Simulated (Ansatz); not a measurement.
Defect: O vacancy in anatase TiO2 with all lengths changed by -1 %, charge state +2. Computed with PBE, PAW (plane waves to 420 eV; Ansatz, a quantum-chemistry and plane-wave program).

Settings: 108 host sites, the strained lattice (strain from the relaxed PBE one, atoms relaxed), the Γ point alone, smearing 0.01 eV, spin-restricted, no image-charge correction. Energies are static. The charge state is imposed; whether it is stable for some Fermi level was not computed. Forms of the defect that were not tried may lie lower.

Barriers: single points on a 2×2×2 k-point mesh shifted by half a step at the bands' geometries.

The step: a nearby O atom hops onto the vacant site. Atoms about the jump, Cartesian Å from the middle of the jump, before and after:

```tsv
atom	x0	y0	z0	x1	y1	z1
O1	-0.01	-1.00	-1.24	0.01	1.00	1.24
Ti2	-0.01	-1.12	0.72	0.00	-0.91	1.02
O3	-1.84	-0.73	0.40	-1.66	-0.91	0.17
Ti4	-1.90	-0.90	-1.61	-2.09	-0.91	-1.67
Ti5	-0.01	3.05	0.73	-0.01	2.88	0.79
O6	1.83	-0.73	0.40	1.69	-0.91	0.19
O7	-1.89	0.97	-2.00	-1.71	0.92	-2.00
O8	1.88	0.97	-2.00	1.69	0.92	-2.00
O9	-0.01	2.93	-1.24	-0.01	2.89	-1.18
O10	-1.84	2.67	0.40	-1.88	2.86	0.40
Ti11	1.88	-0.90	-1.61	2.08	-0.91	-1.68
O12	1.83	2.67	0.40	1.87	2.87	0.40
O13	-0.01	-0.72	2.58	-0.01	-0.91	2.86
Ti14	-1.89	2.84	-1.61	-1.88	2.85	-1.60
O15	-0.01	2.63	2.57	-0.01	2.87	2.83
Ti16	1.88	2.84	-1.61	1.87	2.85	-1.60
```

Problem. Give the saddle-point geometry and the barrier.

Solution. 
```json
[
 {"atom": "O1", "x": "-0.20", "y": "0.46", "z": "-0.12"},
 {"atom": "Ti2", "x": "0.01", "y": "-0.96", "z": "0.88"},
 {"atom": "O3", "x": "-1.92", "y": "-1.26", "z": "0.39"},
 {"atom": "Ti4", "x": "-1.96", "y": "-0.74", "z": "-1.48"},
 {"atom": "Ti5", "x": "-0.03", "y": "2.88", "z": "0.64"},
 {"atom": "O6", "x": "1.87", "y": "-1.08", "z": "0.29"},
 {"atom": "O7", "x": "-1.94", "y": "1.07", "z": "-2.00"},
 {"atom": "O8", "x": "1.80", "y": "0.99", "z": "-1.99"},
 {"atom": "O9", "x": "-0.02", "y": "3.07", "z": "-1.28"},
 {"atom": "O10", "x": "-1.89", "y": "2.73", "z": "0.36"},
 {"atom": "Ti11", "x": "2.08", "y": "-0.86", "z": "-1.60"},
 {"atom": "O12", "x": "1.84", "y": "2.65", "z": "0.36"},
 {"atom": "O13", "x": "0.02", "y": "-0.74", "z": "2.69"},
 {"atom": "Ti14", "x": "-1.93", "y": "2.98", "z": "-1.63"},
 {"atom": "O15", "x": "-0.01", "y": "2.62", "z": "2.58"},
 {"atom": "Ti16", "x": "1.88", "y": "2.90", "z": "-1.63"}
]
```
It lies 1.93 eV above the start and 1.93 eV above the end. The saddle point's order was not checked. Symmetry-equivalent saddle points exist between the same ends.
